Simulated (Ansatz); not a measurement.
# Ladder of methods for the lattice parameter a of fluorite NiSi2

Reference value: 5.406 Å (measured, temperature not stated, no zero-point or thermal correction; as tabulated in Wikipedia's data pages).

### Question
What do LDA, PBE, PBE-D4, r²SCAN+rVV10, r²SCAN0 give, and how far is each from the reference?

### Answer

```
level (code)           value (Å)  difference (%)
---------------------  ---------  --------------
LDA (Ansatz)               5.351           -1.02
PBE (Ansatz)               5.445           +0.72
PBE-D4 (Ansatz)            5.384           -0.41
r²SCAN+rVV10 (Ansatz)      5.376           -0.55
r²SCAN0 (Ansatz)           5.338           -1.26
```

The reference's temperature isn't stated, so close values are not ranked against it.

The measured value isn't corrected to a static lattice, so vibrations enter the comparison. A static lattice is as a rule a little smaller than the measured one. The crystal itself was run without spin with LDA, PBE, PBE-D4, r²SCAN+rVV10, r²SCAN0; a magnetic state was not tried in these runs. r²SCAN0: the run has no spin polarisation, so it can have missed a magnetic state. Cutoffs and k meshes differ between the levels. Ansatz's density-functional and Hartree–Fock values are scalar-relativistic unless marked +SOC, with PAW data made under PBE.

Differences are worked out from the printed values.

Ansatz is an electronic-structure program.
